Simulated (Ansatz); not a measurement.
AlCdNO (model structure, started from the AlSiCN type, P3m1, No. 156, 4 atoms in the cell), treated with r²SCAN+SOC in Ansatz (plane waves, PAW).

Settings: plane-wave cutoff 560 eV, 12×12×6 k mesh (along the axes of the cell as run), Fermi–Dirac smearing 0.01 eV, PAW data made under PBE.

Cell (relaxed with PBEsol):

```cif
data_AlCdNO
_chemical_formula_sum 'Al1 Cd1 O1 N1'
_space_group_name_H-M_alt 'P 1'
_space_group_IT_number 1
_cell_length_a 3.21631
_cell_length_b 3.21631
_cell_length_c 5.62249
_cell_angle_alpha 90.000
_cell_angle_beta 90.000
_cell_angle_gamma 120.000
loop_
_space_group_symop_operation_xyz
  'x, y, z'
loop_
_atom_site_label
_atom_site_type_symbol
_atom_site_fract_x
_atom_site_fract_y
_atom_site_fract_z
_atom_site_occupancy
Al1 Al 0.33333 0.66667 0.49981 1
Cd1 Cd 0.66667 0.33333 0.97609 1
O1 O 0.33333 0.66667 0.18199 1
N1 N 0.66667 0.33333 0.59210 1
```

### Question
What does this level give for the band gap?

### Answer

band gap: 1.82 eV (direct)

Note: the relaxation could raise the start's symmetry but not lower it, so the cell can be a saddle point; cell and atoms aren't relaxed at this level (largest force component 0.22 eV/Å, pressure 0.5 GPa).

Static lattice: no zero-point or thermal effects.

Cost on a shared machine: very roughly 4 core-minutes.

A model structure was made by putting elements into a prototype or built by hand; it is no filed structure, need not be a known phase, and can be a saddle point held by its symmetry.

Ansatz is a program for electronic structure.
